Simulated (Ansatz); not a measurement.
# MD summary: Si2Mo near 2070 K

System: composition Si2Mo, cell Si32Mo16, first heated far above this temperature, then brought to it, at a temperature that wasn't checked against the liquidus, so perhaps supercooled [in the run: it was liquid; mean temperature 2243 K (target 2070 K); density 5.01 g/cm³].

Method: PBE (plane waves, PAW; Ansatz, a program for electronic structure).

```json
{
 "number_of_atoms": "48",
 "time_step": "2.0 fs; target pressure 0 GPa",
 "sampled_time": "8.3 ps (NVE); in preparation the cell's shape was held",
 "plane_wave_cutoff": "420 eV",
 "k-points": "one point, (1/4, 1/4, 1/4)",
 "Fermi-Dirac width": "0.178 eV",
 "spin": "not polarised; no spin-orbit coupling"
}
```

```json
{
 "mean_temperature": "2243 ± 17 K",
 "mean_pressure": "0.24 ± 0.18 GPa",
 "volume_per_atom": "16.8 Å³",
 "density": "5.01 g/cm³",
 "first peak of g(Mo-Mo)": "2.81 Å, height 1.5",
 "first minimum of g(Mo-Mo)": "near 4.0 Å",
 "first peak of g(Mo-Si)": "2.56 Å, height 3.5",
 "first minimum of g(Mo-Si)": "near 3.5 Å",
 "first peak of g(Si-Si)": "2.54 Å, height 1.7",
 "first minimum of g(Si-Si)": "near 3.8 Å",
 "coordination of Mo (bonds up to Mo-Mo 3.98, Mo-Si 3.54 Å)": "12.1 (12-fold 33 %, 13-fold 25 %, 11-fold 21 %)",
 "coordination of Si (bonds up to Mo-Si 3.54, Si-Si 3.78 Å)": "12.1 (12-fold 31 %, 13-fold 23 %, 11-fold 21 %)",
 "Mo-Mo-Si angle": "mean 93°, spread 36°, most frequent near 52°",
 "Si-Mo-Si angle": "mean 98°, spread 33°, most frequent near 58°",
 "Mo-Mo-Mo angle": "mean 100°, spread 32°, most frequent near 98°",
 "Mo-Si-Si angle": "mean 93°, spread 35°, most frequent near 52°",
 "state": "all species diffuse (liquid)",
 "diffusion coefficient of Mo (no finite-size correction)": "3.0 × 10⁻⁵ cm²/s (± 0.3)",
 "diffusion coefficient of Si (no finite-size correction)": "7.1 × 10⁻⁵ cm²/s (± 1)",
 "mean vibrational (phonon) frequency": "6.0 THz"
}
```

Preparation at the same level, by Langevin dynamics: ease 0.15 ps at 1900 K; melt 0.98 ps at 3800 K, volume free at 4 GPa; cool 0.33 ps from 3800 to 2645 K (3500 K/ps); cool 0.78 ps from 2645 to 2070 K (740 K/ps), volume free; settle 2.08 ps at 2070 K, volume free; hold 0.49 ps at 2070 K. The atoms began on random sites, so units and networks may differ from a laboratory melt's. Atoms moved only 2.6 Å² (mean square) in the hot stage, so mixing may be incomplete. On the run's last frame a denser k-mesh moved the forces by 0.082 eV/Å rms, the static pressure by 0.07 GPa and the free energy by 0 meV/atom, which is about how far such values are converged. Warnings of the run: stress scf threshold loose, symmetry auto disabled.

The run lasts picoseconds, in a cell of about a nanometre.
